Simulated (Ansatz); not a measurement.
Carrier properties of BeTe under load (space group F-43m)

Data:

```yaml
crystal:
  lattice:
    - [0.00000, 2.70817, 2.70817]
    - [2.70817, 0.00000, 2.70817]
    - [2.70817, 2.70817, 0.00000]
  atoms:
    - { symbol: Be, position: [0.00000, 0.00000, 0.00000] }
    - { symbol: Te, position: [0.75000, 0.75000, 0.75000] }
```

All values below come from r2SCAN with spin-orbit coupling, rigid bands (plane waves, PAW; Ansatz, a quantum-chemistry and plane-wave program). Condition of this run: hydrostatic pressure 10 GPa (the target of the relaxation). Geometry: cell and atoms relaxed with r2SCAN, then loaded as said.

```yaml
band_gap: 1.73 eV
electron conductivity mass (300 K, dilute): 0.34 mₑ
hole conductivity mass (300 K, dilute): 0.34 mₑ
effective density of states N_c (300 K): 2.3e19 cm⁻³
effective density of states N_v (300 K): 1.1e19 cm⁻³
density_of_states_mass_electrons: 0.94 mₑ
density_of_states_mass_holes: 0.57 mₑ
Seebeck coefficient, n-type 1e19 cm⁻³, 300 K: -286 μV/K
best n-type power factor at 300 K for τ = 10 fs (best axis; densities from 1e16 to 1e21 cm⁻³ tried, whether or not they can be reached): 10.5 μW/(cm·K²) at 1e20 cm⁻³
Seebeck coefficient, p-type 1e19 cm⁻³, 300 K: 228 μV/K
best p-type power factor at 300 K for τ = 10 fs (best axis; densities from 1e16 to 1e21 cm⁻³ tried, whether or not they can be reached): 5.2 μW/(cm·K²) at 3e19 cm⁻³
```

Rigid bands; masses and Seebeck coefficients take one relaxation time τ for all states and one kind of carrier; polarons and phonon drag are left out.
